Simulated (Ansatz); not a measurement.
Consider HfPbO3 in the cubic perovskite structure (space group Pm-3m, No. 221; a = 4.1189 Å; a cell from a computed database, its experimental status unchecked).

Levels (all Ansatz, a quantum-chemistry and plane-wave program, PAW): PBEsol (420 eV, spin-orbit coupling left out); r2SCAN (500 eV, no spin-orbit coupling).

Its gap is 2.37 eV with PBEsol and 2.92 eV with r2SCAN.

Now apply this change: the cell is scaled by 1.0169 in all directions; the atoms relax in the strained cell.

With PBEsol the gap becomes 2.25 eV.

### Question
If the r2SCAN correction stayed the same, what would the r2SCAN gap be, and what does the r2SCAN run give?

### Answer
A rigid correction of +0.55 eV gives 2.80 eV. The r2SCAN run gives 2.80 eV, so the two effects roughly add.

Single points use the geometry relaxed with PBEsol. Spin-orbit coupling, missing from the scalar runs, can matter with Hf and Pb. Stability against distortions was not tested. Many cubic perovskites are stable only at high temperature; tilts and polar distortions were not tested.
